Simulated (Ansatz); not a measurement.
We consider L1₂ (Cu3Au-type) Pt3Ti, described by r²SCAN (PAW; Ansatz, an electronic-structure program).

Numerical settings: plane-wave cutoff 600 eV, 10×10×10 k mesh, Fermi–Dirac smearing 0.1 eV, finite displacements, no spin polarisation, scalar-relativistic PAW data made under PBE.

The cell has the measured lattice parameters. Conventional cell: a = 3.9160 Å, b = 3.9160 Å, c = 3.9160 Å, α = 90.00°, β = 90.00°, γ = 90.00°.

Harmonic phonon frequencies (cm⁻¹; i marks an imaginary mode):

| q point | frequencies |
|---|---|
| Γ | 0 0 0 104 104 104 159 159 159 176 176 176 |
| X | 88 88 98 98 112 137 150 163 163 189 189 265 |
| M | 69 108 108 113 113 113 147 166 183 213 213 215 |

No imaginary mode appears at these points.

Note: the cell isn't this level's own, so it is under some stress, which shifts stiffness and frequencies.
